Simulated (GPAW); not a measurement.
# Input and output of a self-consistent single point for BaNaH₆Ir (F-43m, 9 atoms in the cell) (GPAW)

Computed with PBEsol, GPAW PAW datasets PBEsol (made by gpaw-setup) (plane waves; GPAW).

This input was run:

```python
from ase import Atoms
from ase.units import GPa
from gpaw import GPAW

atoms = Atoms(['Na', 'Ba', 'H', 'H', 'H', 'H', 'H', 'H', 'Ir'],
              cell=[[0.000000, 3.922550, 3.922550],
                    [3.922550, 0.000000, 3.922550],
                    [3.922550, 3.922550, 0.000000]],
              positions=[[1.961275, 1.961275, 1.961275],
                         [5.883825, 5.883825, 5.883825],
                         [1.686932, 3.922550, 3.922550],
                         [3.922550, 6.158168, 3.922550],
                         [6.158168, 3.922550, 3.922550],
                         [3.922550, 1.686932, 3.922550],
                         [3.922550, 3.922550, 6.158168],
                         [3.922550, 3.922550, 1.686932],
                         [0.000000, 0.000000, 0.000000]],
              pbc=True)

calc = GPAW(mode={'name': 'pw', 'ecut': 800},
            xc='PBEsol',
            kpts={'size': (6, 6, 6), 'gamma': True},
            occupations={'name': 'fixed-uniform'},
            nbands=-8,
            convergence={'bands': -6},
            symmetry={'symmorphic': False, 'tolerance': 0.0005},
            maxiter=120)

atoms.calc = calc

energy = atoms.get_potential_energy()
print('Energy (eV):', round(energy, 6))
forces = atoms.get_forces()
print('Forces (eV/Ang):')
print(forces.round(5))
stress = atoms.get_stress()
print('Stress (GPa, Voigt):', (stress / GPa).round(4))
```

The program printed (abridged):

```
Input parameters:
  convergence: {bands: -6}
  kpts: {gamma: True,
         size: (6, 6, 6)}
  maxiter: 120
  mode: {ecut: 800,
         name: pw}
  nbands: -8
  occupations: {name: fixed-uniform}
  symmetry: {symmorphic: False,
             tolerance: 0.0005}
  xc: PBEsol

species:
  Na:
    name: Sodium
    Z: 11.0
    valence: 7
    core: 4
    charge: 0.0
    file: Na.PBEsol.gz

    # Using partial waves for Na as LCAO basis

  Ba:
    name: Barium
    Z: 56.0
    valence: 10
    core: 46
    charge: 0.0
    file: Ba.PBEsol.gz

    # Using partial waves for Ba as LCAO basis

  H:
    name: Hydrogen
    Z: 1.0
    valence: 1
    core: 0
    charge: 0.0
    file: H.PBEsol.gz

    # Using partial waves for H as LCAO basis

  Ir:
    name: Iridium
    Z: 77.0
    valence: 15
    core: 62
    charge: 0.0
    file: Ir.PBEsol.gz

    # Using partial waves for Ir as LCAO basis

Reference energy: -710020.058846  # eV

Spin-paired calculation

Convergence criteria:
 Maximum [total energy] change in last 3 cyles: 0.0005 eV / valence electron
 Maximum integral of absolute [dens]ity change: 0.0001 electrons / valence electron
 Maximum integral of absolute [eigenst]ate change: 4e-08 eV^2 / valence electron
 Maximum number of scf [iter]ations: 120

Symmetries present (total): 24
Symmetries with fractional translations: 0
216 k-points: 6 x 6 x 6 Monkhorst-Pack grid + [1/12,1/12,1/12]
16 k-points in the irreducible part of the Brillouin zone
       k-points in crystal coordinates                weights
   0:     0.00000000    0.00000000    0.00000000          1/216
   1:     0.16666667    0.16666667    0.00000000          6/216
   2:     0.16666667    0.16666667    0.16666667          8/216
   3:     0.33333333    0.16666667    0.16666667         12/216
   4:     0.33333333    0.33333333   -0.33333333         12/216
   5:     0.33333333    0.33333333    0.00000000          6/216
   6:     0.33333333    0.33333333    0.16666667         24/216
   7:     0.33333333    0.33333333    0.33333333          8/216
   8:     0.50000000    0.33333333   -0.33333333         24/216
   9:     0.50000000    0.33333333   -0.16666667         12/216
          ...
  15:     0.50000000    0.50000000    0.50000000          4/216

Wave functions: Plane wave expansion
  Cutoff energy: 800.000 eV
  Number of coefficients (min, max): 6177, 6233
  Pulay-stress correction: 0.000000 eV/Ang^3 (de/decut=0.000000)

Occupation numbers: # Uniform distribution of occupation numbers

Eigensolver

Densities:
  Coarse grid: 40*40*40 grid
  Fine grid: 80*80*80 grid
  Total Charge: 0.000000

Density mixing:
  Method: separate
  Backend: pulay
  Linear mixing parameter: 0.05
  old densities: 5
  Damping of long wavelength oscillations: 50

Hamiltonian:
  XC and Coulomb potentials evaluated on a 80*80*80 grid
  External potential:
    NoExternalPotential

XC parameters: PBEsol with 2 nearest neighbor stencil

Number of atoms: 9
Number of atomic orbitals: 30
Number of bands in calculation: 27
Number of valence electrons: 38
Bands to converge: 21

Density initialized from atomic densities
  27 bands from LCAO basis set

Atomic positions and initial magnetic moments

Positions:
   0 Na     1.961275    1.961275    1.961275    ( 0.0000,  0.0000,  0.0000)
   1 Ba     5.883825    5.883825    5.883825    ( 0.0000,  0.0000,  0.0000)
   2 H      1.686932    3.922550    3.922550    ( 0.0000,  0.0000,  0.0000)
   3 H      3.922550    6.158168    3.922550    ( 0.0000,  0.0000,  0.0000)
   4 H      6.158168    3.922550    3.922550    ( 0.0000,  0.0000,  0.0000)
   5 H      3.922550    1.686932    3.922550    ( 0.0000,  0.0000,  0.0000)
   6 H      3.922550    3.922550    6.158168    ( 0.0000,  0.0000,  0.0000)
   7 H      3.922550    3.922550    1.686932    ( 0.0000,  0.0000,  0.0000)
   8 Ir     0.000000    0.000000    0.000000    ( 0.0000,  0.0000,  0.0000)

Unit cell:
           periodic     x           y           z      points  spacing
  1. axis:    yes    0.000000    3.922550    3.922550    40     0.1132
  2. axis:    yes    3.922550    0.000000    3.922550    40     0.1132
  3. axis:    yes    3.922550    3.922550    0.000000    40     0.1132

  Lengths:   5.547323   5.547323   5.547323
  Angles:   60.000000  60.000000  60.000000

Effective grid spacing dv^(1/3) = 0.1236

     iter     time        total  log10-change:
                         energy   eigst   dens
iter:   1 --:--:--   -41.061220   +0.50
iter:   2 --:--:--   -40.843314   -0.25  -1.02
iter:   3 --:--:--   -39.272662   -0.33  -1.05
iter:   4 --:--:--   -39.185675   -1.29  -1.61
iter:   5 --:--:--   -39.153660   -1.41  -1.68
iter:   6 --:--:--   -39.144126   -2.14  -1.92
iter:   7 --:--:--   -39.123464   -2.79  -2.08
iter:   8 --:--:--   -39.126555   -3.05  -2.35
iter:   9 --:--:--   -39.135768c  -2.86  -2.62
iter:  10 --:--:--   -39.125378c  -3.01  -2.38
iter:  11 --:--:--   -39.125384c  -4.32  -3.39
iter:  12 --:--:--   -39.125363c  -5.45  -3.57
iter:  13 --:--:--   -39.125383c  -5.69  -3.55
iter:  14 --:--:--   -39.125420c  -5.29  -3.65
iter:  15 --:--:--   -39.125355c  -5.09  -3.41
iter:  16 --:--:--   -39.125364c  -5.98  -3.78
iter:  17 --:--:--   -39.125354c  -6.00  -3.85
iter:  18 --:--:--   -39.125354c  -5.38  -4.00c
iter:  19 --:--:--   -39.125352c  -6.51  -3.92
iter:  20 --:--:--   -39.125348c  -6.55  -3.98
iter:  21 --:--:--   -39.125350c  -6.94  -4.35c
iter:  22 --:--:--   -39.125348c  -6.69  -4.39c
iter:  23 --:--:--   -39.125348c  -7.82c -4.69c

Converged after 23 iterations.

Dipole moment: (3.224819, 3.224819, 3.224819) |e|*Ang

Energy contributions relative to reference atoms: (reference = -710020.058846)

Kinetic:        +23.480063
Potential:      -27.260005
External:        +0.000000
XC:             -35.102361
Entropy (-ST):   +0.000000
Local:           -0.243045
SIC:             +0.000000
--------------------------
Free energy:    -39.125348
Extrapolated:   -39.125348

Showing only first 2 kpts
 Kpt  Band  Eigenvalues  Occupancy
  0    17      1.83340    2.00000
  0    18      1.83340    2.00000
  0    19      6.36417    0.00000
  0    20      7.04539    0.00000

  1    17      1.81971    2.00000
  1    18      1.81971    2.00000
  1    19      6.33276    0.00000
  1    20      7.04945    0.00000

Fermi level: 3.38078

Gap: 3.095 eV
Transition (v -> c):
  (s=0, k=0, n=18, [0.00, 0.00, 0.00]) -> (s=0, k=12, n=19, [0.50, 0.50, 0.00])
Direct/indirect transitions are different
Direct gap: 3.130 eV
Transition at: (s=0, k=12, n=18, [0.50, 0.50, 0.00])
Energy (eV): -39.125348

Forces in eV/Ang:
  0 Na   -0.00000    0.00000    0.00000
  1 Ba   -0.00000   -0.00000   -0.00000
  2 H    -0.15374    0.00000   -0.00000
  3 H    -0.00000    0.15374   -0.00000
  4 H     0.15374    0.00000    0.00000
  5 H     0.00000   -0.15374   -0.00000
  6 H     0.00000   -0.00000    0.15374
  7 H     0.00000   -0.00000   -0.15374
  8 Ir    0.00000   -0.00000    0.00000

Stress tensor:
     0.013308    -0.000000    -0.000000
    -0.000000     0.013308     0.000000
    -0.000000     0.000000     0.013308
Stress (GPa, Voigt): [ 2.1322  2.1322  2.1322  0.     -0.     -0.    ]
```

The run converged in 23 iterations. GPAW prints stress with tension positive.

The starting cell comes from a database of computed structures (which also holds hypothetical and non-ambient phases and stackings), without a prior relaxation at this level. Spin-orbit coupling is off.

Cost on one core of a shared machine: roughly 3 min.
